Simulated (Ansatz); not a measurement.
ZrB2: isotropic strain +3.00 %

Consider ZrB2 (space group P6/mmm, No. 191; a = 3.155 Å, c = 3.506 Å; relaxed with 0.1 eV smearing).

The change: the cell is scaled by 1.0300 in all directions; the atoms relax in the strained cell.

The values are results of PBEsol, PAW, 420 eV (Ansatz, an electronic-structure program; no spin-orbit coupling), not measurements. k-mesh 21×21×17 (Γ-centred); smearing 0.1 eV (Fermi–Dirac).

* **Volume per atom**: 11.01 Å³ (base 10.08 Å³)
* **Space group**: P6/mmm (No. 191) (base P6/mmm (No. 191))
* **Energy relative to the base (free energy F)**: +59 meV/atom
* **Pressure (mean of the normal stresses, compression positive)**: -18.7 GPa (base 0.0 GPa)
* **Band gap**: zero (base zero)

Final structure:

```
ZrB2
1.0
    3.24987     0.00000     0.00000
   -1.62494     2.81447     0.00000
    0.00000     0.00000     3.61140
Zr B
1 2
Direct
  0.00000   0.00000   0.00000
  0.66667   0.33333   0.50000
  0.33333   0.66667   0.50000
```

No phonon test of stability was made. The final runs are not spin-polarised.
